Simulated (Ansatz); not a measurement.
Consider SiO₂ (space group P3_221, No. 154).

```
CELL_PARAMETERS angstrom
      4.86585     0.00000     0.00000
     -2.43292     4.21395     0.00000
      0.00000     0.00000     5.36522
ATOMIC_POSITIONS crystal
  Si 0.00000 0.46475 0.33333
  Si 0.53525 0.53525 0.00000
  Si 0.46475 0.00000 0.66667
  O  0.27611 0.41114 0.22119
  O  0.58886 0.86497 0.88785
  O  0.72389 0.13503 0.44548
  O  0.86497 0.58886 0.11215
  O  0.41114 0.27611 0.77881
  O  0.13503 0.72389 0.55452
```

Calculations: plane-wave PAW DFT at the LDA level (Ansatz, an electronic-structure program, 420 eV), no spin-orbit coupling.

Strains are applied to the cell and any free atomic positions relax.

One change was made to it. Results:

```json
[
 {"quantity": "pressure (mean of the normal stresses, compression positive)", "base": "0.00 GPa", "after": "3.00 GPa"},
 {"quantity": "mean gap deformation potential ΔEg/Δln V", "base": "–", "after": "-3.3 eV"},
 {"quantity": "smallest direct gap", "base": "6.12 eV", "after": "6.27 eV"}
]
```

Which change produced these results?
A) isotropic strain −1.50 %
B) isotropic strain −2.25 %
C) isotropic strain −3.00 %

B, isotropic strain −2.25 %. For comparison, the pressure in the other runs: isotropic strain −3.00 % gives 4.34 GPa; isotropic strain −1.50 % gives 1.83 GPa.

Stability against distortions was not tested.
